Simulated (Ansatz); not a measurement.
**CO on the 1x1 (110) surface of bcc Mo, one in a 2x2 cell, started at the site 'bridge Mo-Mo (span 2.7 Å)'**

These are PBE (plane waves to 420 eV, PAW; Ansatz, a quantum-chemistry and plane-wave program) values and carry that method's errors.

Slab: 18 atoms, 6.5 Å thick at the start under the adsorbate (thin: gaps and levels are the slab's own); k 6x6x1, smearing 0.1 eV, dipole-corrected; 8 atoms held, the rest relaxed; symmetry of the start imposed; no spin, no spin-orbit, no U, no dispersion correction. At the end it is bonded to 2 Mo. In PBE this state lies 0.30 eV over the lowest of the starts that converged ('hollow Mo-Mo-Mo').

```json
{
  "adsorption energy against CO(g)": "-1.49 eV",
  "work_function_of_the_top_face": "5.57 eV",
  "change_of_the_work_function": "0.98 eV",
  "change_of_the_step_from_the_bottom_to_the_top_vacuum_level_against_the_clean_slab": "1.01 eV",
  "energy_released_by_relaxation": "1.13 eV",
  "height of the binding atom over the mean of the host atoms within 0.3 Å of the top one": "1.730 Å",
  "nearest_host_atoms_of_the_binding_atom": "Mo at 2.19 Å, Mo at 2.19 Å, Mo at 3.16 Å",
  "largest_move_of_a_host_atom": "0.05 Å",
  "cost": "very roughly 13 core-minutes"
}
```

A negative adsorption energy means that the adsorbate is more stable on the surface than in its reference.
